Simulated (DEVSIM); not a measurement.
System: Mo/HfO2/n-Si capacitor, at 300 K.

Layer 1 from the left is HfO2, thickness (nm) 7.00. Layer 2 from the left is Si, thickness (nm) 2700, Nd (cm⁻³) 4.6e16.

Metal gate on the left, work function 4.6 eV. Fixed charge at the semiconductor interface 2.9e12 cm⁻² (in units of +e); interface traps 1e10 cm⁻² eV⁻¹, uniform in energy, neutral level at 0.5 of the gap above the valence band.

This is a model device: material constants are rounded textbook-type values typed into the input, and sizes, dopings and lifetimes were drawn at random. Values at 300 K.

HfO2: gap (eV) 5.7, affinity (eV) 2.5, permittivity 22. Si: gap (eV) 1.124, affinity (eV) 4.05, permittivity 11.7, Nc (cm⁻³) 2.86e19, Nv (cm⁻³) 3.1e19.

Model (solved in DEVSIM): 1D Poisson equation in equilibrium, Boltzmann statistics, complete ionisation; no quantum confinement or tunnelling. Metal contacts follow the ideal Schottky-Mott rule: no Fermi-level pinning, no interface dipoles.

Task: What does the simulation give for the flat-band voltage?

Result: flat-band voltage 0.22 V.
